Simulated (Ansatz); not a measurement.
The starting structures come from a database of crystals and need not be the phases stable at ambient conditions.

Crystal: AlN (Fm-3m, rock salt, not sure to be the ambient phase, 2 atoms a cell, 8.4 Å³ an atom, -6 GPa at this level); planes in its conventional cell.

Computed with r2SCAN (plane waves, PAW; Ansatz, a program for electronic structure).

The gap is the functional's own. No spin-orbit coupling. Mid-gap values are interpolated on the energy grid.

```tsv
plane	area of the cell (Å²)	mid-gap κ (1/Å)	largest κ in the gap (1/Å)
(111)	7.2	0.32	0.32
(001)	8.3	…	…
(110)	11.7	…	…
```

Task: The slowest decay depends on the direction. Supply the withheld values.

Result: 
- (001), mid-gap κ (1/Å): 0.35
- (001), largest κ in the gap (1/Å): 0.36
- (110), mid-gap κ (1/Å): 0.30
- (110), largest κ in the gap (1/Å): 0.31
